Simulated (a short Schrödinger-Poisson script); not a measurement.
# Gated In0.52Al0.48As/In0.53Ga0.47As δ-doped gas in a quantum well

Stack: gated In0.52Al0.48As/In0.53Ga0.47As δ-doped gas in a quantum well, at 300 K.

| layer | material | thickness (nm) | Na (cm⁻³) |
|---|---|---|---|
| 1 | In0.52Al0.48As | 8 | - |
| 2 | In0.52Al0.48As | 10 | - |
| 3 | In0.53Ga0.47As | 10 | - |
| 4 | In0.52Al0.48As | 4000 | 7e14 |

Constants are typed, rounded textbook-type inputs, not results; the design itself was drawn at random and stands for no fabricated device. In0.52Al0.48As: permittivity 12.5, conduction-band edge (eV) 0.52, gap (eV) 1.45, electron mass (mₑ) 0.075, Nv at 300 K (cm⁻³) 1.1e19. In0.53Ga0.47As: permittivity 13.9, conduction-band edge (eV) 0, gap (eV) 0.74, Nv at 300 K (cm⁻³) 7.7e18.

Channel valleys (confinement mass, in-plane density-of-states mass, number): Γ 0.041, 0.041, 1. At the gate the conduction-band edge of layer 1 lies 0.65 eV − eVg above the Fermi level of the channel; the field vanishes at the back. Sheet of ionised δ-doping: +2.6e12 e/cm² at 8 nm from the gate. The barrier under the gate holds no holes. Gaps are held at their typed values at every temperature. Mesh 0.08 nm at interfaces.

From a short Schrödinger-Poisson script (our own, NumPy): 1D Poisson equation in equilibrium, electrons quantum, Hartree (BenDaniel-Duke, 40 states a valley, the channel's in-plane mass for all, wave functions free to enter the barrier), parabolic valleys, classical holes, full ionisation, no traps, pinning or gate leakage.

| Vg (V) | electrons (cm⁻²) | in the channel layer | C (μF/cm²) | Γ E0 (meV) | Γ E1 (meV) |
|---|---|---|---|---|---|
| 0.4 | 1.39e12 | 1.34e12 | 0.457 | -77.9 | 69.0 |
| 0.35 | 1.24e12 | 1.21e12 | 0.452 | -69.7 | 77.3 |
| 0.3 | 1.10e12 | 1.07e12 | 0.448 | -61.3 | 86.0 |
| 0.25 | 9.66e11 | 9.39e11 | 0.443 | -52.6 | 94.9 |
| 0.2 | 8.29e11 | 8.06e11 | 0.437 | -43.5 | 104.2 |
| 0.15 | 6.94e11 | 6.75e11 | 0.430 | -34.1 | 114.0 |
| 0.1 | 5.61e11 | 5.47e11 | 0.420 | -23.9 | 124.5 |
| 0.05 | 4.33e11 | 4.22e11 | 0.406 | -12.9 | 136.0 |
| 0 | 3.10e11 | 3.03e11 | 0.383 | -0.2 | 149.1 |
| -0.05 | 1.97e11 | 1.92e11 | 0.345 | 15.1 | 164.9 |
| -0.1 | 1.01e11 | 9.82e10 | 0.273 | 35.4 | 185.6 |
| -0.15 | 3.49e10 | 3.40e10 | 0.155 | 64.8 | 215.3 |
| -0.2 | 7.43e9 | 7.25e9 | 0.0510 | 105.5 | 256.2 |
| -0.25 | 1.21e9 | 1.18e9 | 0.0176 | 152.6 | 303.4 |
| -0.3 | 1.85e8 | 1.80e8 | 0.0120 | 201.3 | 352.0 |
| -0.35 | 2.79e7 | 2.73e7 | 0.0116 | 250.1 | 400.8 |
| -0.4 | 4.23e6 | 4.13e6 | 0.0121 | 298.9 | 449.6 |

Gate voltages with under 1e6 electrons/cm² are left out.

Subbands count from the Fermi level.
